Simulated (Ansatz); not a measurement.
The starting structures come from a database of crystals and need not be the phases stable at ambient conditions.

Data:

```
MoRb2O4
1.0
    6.22340     0.00000     0.00000
    3.11170     6.41467     0.00000
    0.00000     3.43115     7.07662
Rb Mo O
4 2 8
Direct
  0.15470   0.69060   0.74653
  0.84530   0.30940   0.25347
  0.51200   0.97600   0.23807
  0.48800   0.02400   0.76193
  0.82487   0.35026   0.77678
  0.17513   0.64974   0.22322
  0.62622   0.28404   0.92081
  0.37378   0.71596   0.07919
  0.91026   0.71596   0.07919
  0.08974   0.28404   0.92081
  0.32632   0.34736   0.37170
  0.67368   0.65264   0.62830
  0.90736   0.18528   0.64538
  0.09264   0.81472   0.35462
```

Space group of this cell: C2/m. The cell is taken as given.

Transport runs along the normal of the first two printed cell vectors.

The gap is the functional's own, uncorrected, and κ follows it; spin-orbit coupling is left out. Mid-gap values are interpolated between the computed energies.

Task: Predict the band gap and the smallest decay constant κ at mid-gap from r2SCAN in Ansatz (an electronic-structure program).

Result: Gap 4.90 eV on a 6×6×4 mesh; κ = 0.514 1/Å, at the zone centre.
